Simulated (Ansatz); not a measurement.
Input for tetragonal MoSi2 (0 0 1) on antifluorite Mg2Si (0 0 1) (film strained to the substrate, started from cuts of the bulks and a machine-learned relaxation; slabs Mg10Si6 and Mo8Si12, which can lie off the formulas):

Ansatz 0.2 input:
```yaml
crystal:
  lattice:
    - [4.49948, 0.0, 0.092182047]
    - [0.0, 4.49948, 0.051220652]
    - [1.047837648, -0.754049017, 30.299517142]
  atoms:
    - { symbol: Mg, position: [0.646614844, 0.012728665, 0.070942944] }
    - { symbol: Mg, position: [1.197879687, 0.520021161, 0.074820659] }
    - { symbol: Mg, position: [0.502920871, 0.052913181, 0.279924383] }
    - { symbol: Mg, position: [1.004599027, 0.552148614, 0.280918816] }
    - { symbol: Mg, position: [1.058226475, 0.542112647, 0.175854737] }
    - { symbol: Mg, position: [0.573276408, 0.042595642, 0.175204682] }
    - { symbol: Mg, position: [0.463319917, 0.032219838, 0.489497606] }
    - { symbol: Mg, position: [0.95074894, 0.499653941, 0.488757767] }
    - { symbol: Mg, position: [0.972256378, 0.556903963, 0.385948369] }
    - { symbol: Mg, position: [0.468973605, 0.050342578, 0.385212333] }
    - { symbol: Si, position: [1.108362501, 0.02789072, 0.124053107] }
    - { symbol: Si, position: [0.763934352, 0.501715615, 0.020060127] }
    - { symbol: Si, position: [0.989143799, 0.051634614, 0.332448109] }
    - { symbol: Si, position: [0.534204234, 0.545210432, 0.228728236] }
    - { symbol: Si, position: [0.959332189, -0.0251436, 0.541813735] }
    - { symbol: Si, position: [0.463096551, 0.539884908, 0.437708026] }
    - { symbol: Mo, position: [0.910213967, 0.971987508, 0.715265789] }
    - { symbol: Mo, position: [0.413442243, 0.467649278, 0.714968925] }
    - { symbol: Mo, position: [0.960060375, 0.467357712, 0.584984523] }
    - { symbol: Mo, position: [0.449759595, 0.95465851, 0.585073346] }
    - { symbol: Si, position: [0.933399806, 0.97174707, 0.627335336] }
    - { symbol: Si, position: [0.445868127, 0.458086054, 0.624301397] }
    - { symbol: Si, position: [0.930693737, 0.469005999, 0.670841159] }
    - { symbol: Si, position: [0.425058133, 0.962995398, 0.670853523] }
    - { symbol: Mo, position: [0.811837674, 0.995319875, 0.977062239] }
    - { symbol: Mo, position: [0.294116825, 0.493467026, 0.97752714] }
    - { symbol: Si, position: [0.897159276, 0.476222857, 0.759416519] }
    - { symbol: Si, position: [0.39450604, 0.971412806, 0.759492758] }
    - { symbol: Si, position: [0.879235314, 0.977956783, 0.802935327] }
    - { symbol: Si, position: [0.376961267, 0.475244394, 0.802828701] }
    - { symbol: Mo, position: [0.859547003, 0.481726285, 0.847060503] }
    - { symbol: Mo, position: [0.362597468, 0.979797478, 0.847361343] }
    - { symbol: Si, position: [0.846419137, 0.985951909, 0.891423126] }
    - { symbol: Si, position: [0.3402354, 0.483735087, 0.891542779] }
    - { symbol: Si, position: [0.809244993, 0.491466448, 0.934840197] }
    - { symbol: Si, position: [0.326511562, 0.990105324, 0.937898853] }
basis:
  ecutwfc: 420
  ecutrho_ratio: 4
  xc_grid: 2
kpoints:
  mp_grid: { grid: [7, 7, 1] }
hamiltonian:
  xc: pbe
  dispersion: none
  pseudopotentials: { kind: paw }
scf:
  n_extra_bands: 39
  occupations: { method: fermi_dirac, width: 0.05 }
output:
  forces: true
  stress: true
  eigenstates:
    kpoints:
      - [0, 0, 0]
      - [0.5, 0, 0]
      - [0, 0.5, 0]
      - [0.5, 0.5, 0]
    e_range: [-3.5, 3.5]
    localisation: true
relax:
  f_tol: 0.04
  max_steps: 70
  cell: { fix: [a, b, gamma], stress_tol: 0.3 }
```

Calculation: PBE (plane waves to 420 eV, PAW; Ansatz, an electronic-structure program). Scalar-relativistic, without spin–orbit coupling; the runs are not spin-polarised. Its k-point mesh 7×7×1, Fermi–Dirac width 0.05 eV.

**Question.** What does the end of the output print (band table and long remarks left out, numbers rounded to eight decimals)?

**Answer.** 
```
SCF converged after 6 iterations
Free energy (F): -70340.156265 eV
Harris-Foulkes:  -70340.156265 eV  (|F-HF|=9.79e-9)
Internal energy: -70340.032581 eV  (E = F + TS)
E sigma→0 (E₀):  -70340.094423 eV
Entropy (-TS):   -0.123684 eV (-3.436 meV/atom)
Fermi energy:    10.367118 eV
--- Per-component energies (eV) ---
  E_band       = -4336.004294
  E_kinetic    = 5060.415499
  E_local      = -43577.323886  (includes V_loc(G=0)·N_el)
  E_nonlocal   = 2554.421882
  E_hartree    = 18091.585318
  E_xc         = -2773.923176
  E_vxc        = -3079.062611  (∫ρ·V_xc dr)
  E_paw        = -37764.687110  (= ΣΔE_a)
  E_vpaw       = -1477.642294  (= ΣTr[D̂ρ^β])
  E_aug_tail   = 0.000318  (compensation charges beyond the density's cutoff)
  E_ewald      = -11930.521426
  E_smearing   = -0.123684  (= −TS)
  E_closure    = 0.000000  (closes the sum)
  Σ components = -70340.156265   (vs F -70340.156265, Δ=0.00e0)
--- Forces (eV/Å), atoms counted from 1 ---
  atom   1  Mg     0.00179518    -0.00012587    -0.00160205
  atom   2  Mg    -0.00252892    -0.00125791    -0.00335530
  atom   3  Mg     0.00251167    -0.00155667    -0.00071278
  atom   4  Mg     0.00172057    -0.00097196     0.00044467
  atom   5  Mg     0.00131307    -0.00050028     0.00081054
  atom   6  Mg     0.00220656    -0.00030745    -0.00087235
  atom   7  Mg    -0.00018595    -0.00120845    -0.00043663
  atom   8  Mg     0.00251936     0.00179037    -0.00052750
  atom   9  Mg     0.00192330    -0.00050487     0.00010227
  atom  10  Mg     0.00111253     0.00003958     0.00024843
  atom  11  Si     0.00141249    -0.00235092     0.00112046
  atom  12  Si     0.00312032     0.00016573    -0.00405651
  atom  13  Si    -0.00029225     0.00031101     0.00014981
  atom  14  Si    -0.00064506     0.00026339    -0.00059831
  atom  15  Si     0.00218750    -0.00098254    -0.00056472
  atom  16  Si     0.00306596    -0.00160541     0.00022599
  atom  17  Mo    -0.00217367     0.00800545     0.00691763
  atom  18  Mo    -0.01149359     0.00705614     0.00642578
  atom  19  Mo    -0.00296471    -0.00349160     0.00162096
  atom  20  Mo     0.00216000    -0.00257479     0.00552293
  atom  21  Si     0.00153060    -0.00342610    -0.00344112
  atom  22  Si    -0.00452443     0.00420002    -0.00530459
  atom  23  Si     0.00382891    -0.00564385    -0.00352554
  atom  24  Si     0.00016377     0.00046937     0.00008072
  atom  25  Mo     0.00125803    -0.00347985    -0.01122308
  atom  26  Mo    -0.00239110     0.00151877    -0.00186137
  atom  27  Si    -0.00486723    -0.00372801    -0.00475553
  atom  28  Si     0.00393422     0.00192998    -0.00283282
  atom  29  Si    -0.00563978     0.00221342    -0.00035159
  atom  30  Si     0.00624976    -0.00217733     0.00527596
  atom  31  Mo    -0.00295287     0.01206049    -0.01008110
  atom  32  Mo    -0.01717639    -0.00373707    -0.01088159
  atom  33  Si     0.00426352    -0.00220429     0.00038770
  atom  34  Si     0.00558755     0.00054475     0.00725132
  atom  35  Si     0.00738456    -0.00146254     0.01441253
  atom  36  Si    -0.00338757     0.00271391     0.01607731
  max |Σ_I F_I| component: 9.05e-5 eV/Å
--- Stress (GPa, compression-positive) ---
        0.335048      -0.013250       0.019169
       -0.013250       0.415426       0.015292
        0.019169       0.015292      -0.004463
  P = ⅓ Tr σ = 0.2487 GPa (2.487 kbar)
--- Relaxed structure (5 steps of the walk, 5 accepted, 1 SCFs on fresh bases) ---
  F+E_penalty+E_count = -70340.15626539 eV   max|allowed force component| = 1.718e-2 eV/Å   (the final SCF, on the basis selected at the relaxed cell)
  cell:  # Å, volume = 618.8001 Å³
    - [4.49839433, -0.00063323, 0.13515135]
    - [-0.00076174, 4.49903571, 0.08136926]
    - [1.33077883, -0.55461364, 30.60544219]
  atoms:
    - { symbol: Mg, position: [0.69463024, 0.00160446, 0.07238293] }
    - { symbol: Mg, position: [1.19575856, 0.50221839, 0.07236289] }
    - { symbol: Mg, position: [0.58935294, 0.00239635, 0.28098920] }
    - { symbol: Mg, position: [1.08942064, 0.50234292, 0.28097913] }
    - { symbol: Mg, position: [1.14167816, 0.50238860, 0.17680799] }
    - { symbol: Mg, position: [0.64170177, 0.00232847, 0.17683049] }
    - { symbol: Mg, position: [0.48668371, 0.00192061, 0.48959701] }
    - { symbol: Mg, position: [0.98555681, 0.50128215, 0.48958589] }
    - { symbol: Mg, position: [1.03730868, 0.50217957, 0.38514242] }
    - { symbol: Mg, position: [0.53740975, 0.00214571, 0.38514768] }
    - { symbol: Si, position: [1.16823360, 0.00232272, 0.12458124] }
    - { symbol: Si, position: [0.72541229, 0.50064922, 0.01550198] }
    - { symbol: Si, position: [1.06351250, 0.00220554, 0.33309225] }
    - { symbol: Si, position: [0.61565237, 0.50229911, 0.22887259] }
    - { symbol: Si, position: [0.96002874, 0.00062978, 0.54644460] }
    - { symbol: Si, position: [0.51142490, 0.50205574, 0.43737386] }
    - { symbol: Mo, position: [0.87653584, 0.99971972, 0.71632530] }
    - { symbol: Mo, position: [0.37683044, 0.49970144, 0.71597348] }
    - { symbol: Mo, position: [0.94101472, 0.50045056, 0.58807976] }
    - { symbol: Mo, position: [0.43966068, 0.99968900, 0.58803478] }
    - { symbol: Si, position: [0.91911212, 1.00040296, 0.62957570] }
    - { symbol: Si, position: [0.42180003, 0.49970460, 0.62624989] }
    - { symbol: Si, position: [0.89841671, 0.50013473, 0.67241029] }
    - { symbol: Si, position: [0.39816513, 0.99977415, 0.67242130] }
    - { symbol: Mo, position: [0.74785763, 1.00041426, 0.97386834] }
    - { symbol: Mo, position: [0.24669331, 0.49959909, 0.97387238] }
    - { symbol: Si, position: [0.85535323, 0.49981638, 0.75892978] }
    - { symbol: Si, position: [0.35515963, 0.99970634, 0.75905402] }
    - { symbol: Si, position: [0.83332814, 0.99970414, 0.80301279] }
    - { symbol: Si, position: [0.33308582, 0.49976909, 0.80286213] }
    - { symbol: Mo, position: [0.81177242, 0.49965849, 0.84560594] }
    - { symbol: Mo, position: [0.31183390, 0.99980822, 0.84595955] }
    - { symbol: Si, position: [0.78974474, 0.99998565, 0.88952732] }
    - { symbol: Si, position: [0.28936475, 0.49977641, 0.88948079] }
    - { symbol: Si, position: [0.76743460, 0.50027765, 0.93233028] }
    - { symbol: Si, position: [0.26682825, 0.99966452, 0.93564118] }
```

Cost: about 17 core-minutes (a rough figure).
